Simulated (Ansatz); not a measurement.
The parent structure is Al2O3 in the corundum structure (space group R-3c, No. 167).

```
Al2O3
1.0
    2.36460     1.36520     4.29721
   -2.36460     1.36520     4.29721
    0.00000    -2.73040     4.29721
Al O
4 6
Cartesian
  0.00000   0.00000   8.35346
  0.00000   0.00000   1.90765
  0.00000   0.00000   4.53816
  0.00000   0.00000  10.98397
  0.72324   1.47771   5.37151
 -1.64136  -0.11251   5.37151
 -0.72324  -1.47771   7.52011
 -0.91812   1.36520   7.52011
  1.64136   0.11251   7.52011
  0.91812  -1.36520   5.37151
```

Cartesian axes are those of the cell as printed.

All numbers come from DFT with LDA, PAW potentials and a 420 eV plane-wave cutoff in Ansatz (a quantum-chemistry and plane-wave program), no SOC.

For the base:

| Property | Value |
|---|---|
| Electron mass | 0.43 mₑ along c, 0.39 mₑ across (at Γ) |
| Valence-band top at Γ | 0.00, -0.04, -0.04 eV |

It is then changed as follows: the cell is stretched by 2.25 % along x with no lateral relaxation; the atoms relax in the strained cell.

Q: What happens to the energy relative to the base?

A: The energy rises by 6.3 meV/atom.

Q: Estimate the effect on the electron mass.

A: The electron mass becomes 0.37 mₑ along x, 0.39 mₑ along y, 0.42 mₑ along z (at Γ) (base: 0.43 mₑ along c, 0.39 mₑ across (at Γ)).

Q: What happens to the stress?

A: The stress (xx, yy, zz, yz, xz, xy; compression positive) is (-10.57, -3.42, -2.63, -0.40, 0.00, 0.00) GPa.

Q: What happens to the valence-band top at Γ?

A: The valence-band top at Γ (three highest levels, from the VBM) changes from 0.00, -0.04, -0.04 eV to 0.00, -0.07, -0.20 eV.

The levels and masses belong to the bands next to the band gap. Masses are band curvatures over ±0.01 Å⁻¹ around the edge. No phonon test of stability was made.
